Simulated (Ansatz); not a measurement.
Structures of equal composition on the (111)A surface of zinc-blende AlAs (Al plane on top): 2x2 O adatom at H3; 2x2 O adatom at T4. The slabs share one bottom face, and each structure is named by its start. These are constructed structures in small cells; real faces may alloy, dewet or reconstruct in larger ones, and not all known structures of the face are among them. Slabs of about 14 Å, Fermi-Dirac smearing of 0.025 eV. Bottom of the slabs: H caps. Relaxed from the named starts with such symmetry as they have, on meshes of like density; energies extrapolated to zero smearing; spin only where a row says so; no spin-orbit coupling, no U. Brackets mark spin-polarised runs, whose order is one that fits the cell. Where a second, spin-polarised start was run, the lower counts.

Level of theory: PBE (plane waves to 420 eV, PAW; Ansatz, a program for electronic structure).

Task: Order them by energy per 1x1 cell (lowest first) at the level PBE.

Result: 2x2 O adatom at H3 (0.000 eV (3 Al–O bonds formed) [spin, 1.0 μB a cell], gap 0.69 eV on the mesh), 2x2 O adatom at T4 (0.221 eV (3 Al–O bonds formed; 1 As–O bonds broke) [spin, 0.5 μB a cell], no gap on the mesh)
